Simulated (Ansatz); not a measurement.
Take Pd in the fcc (Cu type) structure (space group Fm-3m, No. 225; a = 3.878 Å; relaxed with 0.1 eV smearing) as the base.

Computed with PBEsol, PAW, 420 eV (Ansatz, a first-principles code; without spin-orbit coupling).

For the base:

The pressure comes out as 0.0 GPa.

It is then changed as follows: every lattice vector is stretched by 0.50 %; the atoms relax in the strained cell.

Q: Predict the new energy relative to the base.

A: The energy grows by 2.0 meV/atom.

Q: What happens to the pressure?

A: The pressure goes from zero to -2.9 GPa.

Stability against distortions was not tested. The final runs are not spin-polarised.
